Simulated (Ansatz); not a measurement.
Input:

End structure of the (111)A surface of 3C silicon carbide, Si-terminated, 2x2 cell from a buckled start (bottom of the slab: 4 H on 4 bottom sites):

```
CELL_PARAMETERS angstrom
      6.19426     0.00000     0.00000
     -3.09713     5.36438     0.00000
      0.00000     0.00000    26.00000
ATOMIC_POSITIONS crystal
  C  0.00000 0.00000 0.35887
  C  0.50000 0.00000 0.35887
  C  0.00000 0.50000 0.35887
  C  0.50000 0.50000 0.35887
  Si 0.33333 0.16667 0.38319
  Si 0.83333 0.16667 0.38319
  Si 0.33333 0.66667 0.38319
  Si 0.83333 0.66667 0.38319
  C  0.33345 0.16636 0.45597
  C  0.83327 0.16665 0.45610
  C  0.33324 0.66669 0.45609
  C  0.83355 0.66648 0.45597
  Si 0.16713 0.33283 0.48035
  Si 0.66638 0.33354 0.48016
  Si 0.16639 0.83351 0.48023
  Si 0.66708 0.83279 0.48035
  C  0.16773 0.33214 0.55309
  C  0.66612 0.33377 0.55362
  C  0.16611 0.83377 0.55367
  C  0.66773 0.83217 0.55309
  Si 0.99942 0.00048 0.57836
  Si 0.50073 0.99923 0.57686
  Si 0.00066 0.49916 0.57684
  Si 0.49945 0.50043 0.57833
  C  0.00452 0.99536 0.65274
  C  0.50042 0.99945 0.65226
  C  0.00041 0.49947 0.65224
  C  0.50452 0.49536 0.65271
  Si 0.33571 0.16420 0.68344
  Si 0.83806 0.16188 0.65980
  Si 0.33802 0.66179 0.65979
  Si 0.83566 0.66420 0.68344
  H  0.99984 0.00005 0.31645
  H  0.50004 0.99987 0.31644
  H  0.99998 0.49980 0.31644
  H  0.49984 0.49999 0.31645
```

Set-up: 36 atoms, 9.6 Å thick at the start with caps and adatoms (thin: gaps and levels are the slab's own); mesh 5x5x1; 0.025 eV smearing; dipole correction on; single point; on the structure that PBE left under its start's symmetry; no spin (in PBE a spin-polarised start ends 0.32 eV a cell lower), no spin-orbit, no U. The slab shows no gap on its mesh. In PBE it lies 0.08 eV a 1x1 cell over the lowest computed structure of the same composition (2x2 cell from a buckled start, spin-polarised start).

Problem. Give the work function of the top face at the level r2SCAN, at the PBE geometry run with Ansatz (a first-principles code).

Solution. 5.01 eV
